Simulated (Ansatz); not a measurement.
Consider a 48-atom cell of (Ti,Mo)Si2 started in the TiSi2 (C54) type structure, site fractions Ti 0.750, Mo 0.250, short-range order 0.00 among the nearest mixed sites of the first mixed sublattice (0 is random, a negative value favours unlike neighbours), space group P1 at the end. Its start:

```xyz
48
Lattice="9.6187 0.0017 0.0027 2.4074 8.1400 4.3099 2.4044 -8.1389 4.3094" Properties=species:S:1:pos:R:3 pbc="T T T"
Ti     7.2106     0.0346     0.0198
Ti     7.1967     4.0580     4.2904
Mo     2.3958    -0.0251    -0.0204
Ti     7.2105    -4.0405     4.2903
Ti     9.6414     0.0067     4.3045
Ti     2.4076     4.0819     4.3401
Mo     2.4270    -4.0753     4.3306
Mo     4.7984    -0.0461     4.3189
Ti     8.4130     1.9926     2.1661
Ti     5.9902    -2.0420     2.1317
Mo     3.5861     2.1101     2.1362
Ti     8.4270    -2.0580     6.4220
Ti    10.8310     2.0156     6.4821
Ti     1.2092    -2.0121     2.1786
Ti     3.6132    -2.0335     6.5174
Ti     6.0224     2.0570     6.4392
Si     9.6121    -5.3580     4.3374
Si     7.2163     6.8627     4.2710
Si     4.7974    -5.2829     4.2762
Si     7.2170    -1.2846     4.2802
Si     9.6278     2.7715     4.3144
Si     2.4090     6.8684     4.3347
Si     2.4151    -1.3293     4.3385
Si     4.7947     2.8169     4.3175
Si     9.6060     5.3309     4.3227
Si     7.1804     1.2460     4.3141
Si     4.8109     5.4018     4.3101
Si     7.1575    -6.9038     4.3267
Si     9.6494    -2.8246     4.2944
Si     2.4550     1.2402     4.2885
Si     2.4620    -6.8158     4.2923
Si     4.8023    -2.7279     4.3419
Si    10.8384    -0.7251     6.4589
Si     6.0137     3.3181     2.1364
Si     6.0180    -0.8166     6.4594
Si     8.4305     3.3270     6.4580
Si     8.4059    -0.7425     2.1515
Si     1.1968     3.2912     2.1858
Si     3.6028     3.3033     6.4767
Si     3.6016    -0.8172     2.1439
Si    10.8299    -3.2893     6.4697
Si     5.9366     0.7941     2.1765
Si     6.0101    -3.3431     6.4747
Si     8.3996     0.7747     6.4507
Si     8.4306    -3.3096     2.1648
Si     1.2543     0.7906     2.1398
Si     3.6431     0.7865     6.4831
Si     3.6016    -3.3204     2.1538
```

The mixing enthalpy is taken against the end members in the TiSi2 (C54) type type (which need not be the stable form of every end member), relaxed in the same cell and mesh.

Level of theory: PBE (plane waves to 420 eV, PAW; Ansatz, a program for electronic structure). Spin–orbit coupling is left out; the runs are not spin-polarised. Its k-point mesh 4×4×4, Fermi–Dirac width 0.05 eV.

```csv
end member,weight,volume per atom (Å³)
TiSi2,0.750,14.18
MoSi2,0.250,13.56
```

Q: Predict the alloy's volume, bond lengths and mixing enthalpy.

A: 
- volume per atom = 13.98 Å³
- Si–Ti bonds (within 1.22 times the sum of covalent radii) = 2.669 Å on average, from 2.536 to 2.851 (120)
- Mo–Si bonds (within 1.22 times the sum of covalent radii) = 2.677 Å on average, from 2.537 to 2.893 (40)
- mixing enthalpy per site of the mixed sublattice = -32 meV
- departure of the mean lattice parameter from Vegard's line = under 0.15 %, inside the noise of the relaxations
